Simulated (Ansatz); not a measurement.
free sheet of monolayer InSe: In18Se18, 4 atomic planes, area 130 Å², cell height 18.4 Å with vacuum; both faces free, started from the relaxed sheet, in-plane cell fixed at 1.000 times the relaxed lattice. The numbers are results of PBE, large-core Se (plane waves, PAW; Ansatz, a quantum-chemistry and plane-wave program), not measurements. Mean temperature 551 K, 4.1 ps sampled after 1.8 ps of Langevin dynamics; k-points: 2x2x1 mesh shifted by half a step in the plane; no spin polarisation or spin-orbit coupling.

```tsv
plane (from the bottom)	atoms	start height (Å)	mean height (Å)	spread of site heights (Å)	rms motion, normal (Å)	rms motion, in plane (Å)	in-plane shift from the start (Å)	coordination
1	Se9	-2.69	-2.70	0.02	0.16	0.15	0.01	3.0
2	In9	-1.41	-1.42	0.01	0.18	0.15	0.01	4.0
3	In9	1.41	1.42	0.01	0.18	0.15	0.01	4.0
4	Se9	2.69	2.70	0.01	0.16	0.15	0.01	3.0
```

```yaml
outer_plane_spacing: 1.28 Å against 1.27 Å at the start (+0 %)
normal_motion_of_the_outer_planes_over_that_of_the_middle: 0.9
in-plane diffusion: none seen within 4.1 ps
coordination_in_the_top_plane: 3-fold 100 %
mean vibrational (phonon) frequency: 3.6 THz
```

A denser in-plane k-mesh moves the forces of one frame by 0.00 eV/Å rms. Bonds are counted up to In-In 3.46 Å, In-Se 3.35 Å; heights count from the centre of mass.
